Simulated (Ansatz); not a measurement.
```yaml
crystal:
  lattice:
    - [3.12859, 0.00000, 0.00000]
    - [-1.56430, 2.70944, 0.00000]
    - [0.00000, 0.00000, 5.01696]
  atoms:
    - { symbol: Al, position: [0.66667, 0.33333, 0.49929] }
    - { symbol: Al, position: [0.33333, 0.66667, 0.99929] }
    - { symbol: N, position: [0.66667, 0.33333, 0.88071] }
    - { symbol: N, position: [0.33333, 0.66667, 0.38071] }
```

Space group of this cell: P6_3mc, wurtzite. The cell is taken as given; by r2SCAN its mean pressure is -4.4 GPa.

Computed with r2SCAN (plane waves, PAW; Ansatz, a quantum-chemistry and plane-wave program).

The current runs along the normal of the first two printed vectors; no spin-orbit coupling. Scaled by the factor s: the length along the current (ions clamped). Meshes 12×12×6 and 12×12 across the current in all rows.

| s | mean pressure (GPa) | slowest mid-gap decay constant κ (1/Å) |
|---|---|---|
| 0.97 | 1.8 | 0.302 |
| 1.00 | -4.4 | 0.281 |
| 1.03 | -9.3 | ? |

Question: Take the slope of the slowest mid-gap decay constant κ against ln s from the two given rows, extrapolate to s = 1.03, and say what the run there gives.

Answer: Slope = (0.302 − 0.281) / ln 0.97 = -0.689 1/Å. The line gives 0.281 + (-0.689) × ln 1.03 = 0.261 1/Å. The run gives 0.261 1/Å, as the line does.
